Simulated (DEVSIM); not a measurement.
System: abrupt Si n-p junction, at 350 K.

| layer (left to right) | material | thickness (μm) | Nd (cm⁻³) | Na (cm⁻³) | τn (s) | τp (s) |
|---|---|---|---|---|---|---|
| 1 | Si | 56.0 | 6.3e15 | - | 0.00035 | 0.00035 |
| 2 | Si | 7.50 | - | 1.6e17 | 0.00035 | 0.00035 |

Left contact: ohmic. Right contact: ohmic. Voltage is applied to the left contact. Recombination: SRH at mid-gap. Gap narrowing is on: ΔEg = 6.92 meV × (l + √(l² + 0.5)), l = ln(N/1.3e17 cm⁻³), shared equally by both band edges. Mobility is μmin + (μ − μmin)/(1 + (N/Nref)^α).

This is a model device: material constants are rounded textbook-type values typed into the input, and sizes, dopings and lifetimes were drawn at random. Values at 300 K; Nc and Nv go as T^1.5, mobilities as T to minus their exponent, the gap by Varshni's rule with the affinity fixed.

```csv
parameter,Si
gap (eV),1.124
affinity (eV),4.05
permittivity,11.7
Nc (cm⁻³),2.86e19
Nv (cm⁻³),3.1e19
μn (cm²/Vs),1417
μp (cm²/Vs),470
"μn,min",52
"μp,min",45
"Nref,n",9.7e16
"Nref,p",2.2e17
αn,0.68
αp,0.72
T exponent of μn,2.3
T exponent of μp,2.2
Varshni α (eV/K),0.000473
Varshni β (K),636
```

DEVSIM, 1D drift-diffusion, Boltzmann statistics, complete ionisation; no tunnelling, impact ionisation, image-force lowering or self-heating.

The thickness of layer 2 was swept, all else fixed.

```csv
thickness of layer 2 (μm),dark forward voltage at 1 A/cm² (V),dark forward voltage at 100 A/cm² (V)
1.5,0.537,0.833
2.6,0.547,0.823
4.5,0.556,0.815
7.5,0.562,0.811
13,0.568,0.811
22,0.572,0.817
38,0.574,0.830
```

From the first row to the last the dark forward voltage at 1 A/cm² goes from 0.537 to 0.574. From the first row to the last the dark forward voltage at 100 A/cm² goes from 0.833 to 0.830.
